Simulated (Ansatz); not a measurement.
Consider MgI$_{2}$ in the CdI2 type structure (space group P-3m1, No. 164; a = 4.124 Å, c = 6.831 Å; layered, stacked along the Cartesian z axis). Axes: x lies along a and z along c of the hexagonal cell.

Level of theory: PBE-D3(BJ) (Ansatz, a first-principles code), no spin-orbit coupling.

For the base:

The valence-band top at Γ comes out as 0.00, -0.04, -0.04 eV and the smallest direct gap comes out as 3.76 eV.

Now apply this change: uniaxial strain ε_zz = −2.00 %, all other strain components held at zero; the atoms relax in the strained cell.

Question: How does this affect the valence-band top at Γ and smallest direct gap?

Answer: The valence-band top at Γ (three highest levels, from the VBM) goes from 0.00, -0.04, -0.04 eV to 0.00, -0.16, -0.16 eV; the smallest direct gap falls by 0.087 eV, from 3.76 eV to 3.68 eV.

With I present, leaving out spin-orbit coupling can change the band edges. No phonon test of stability was made.
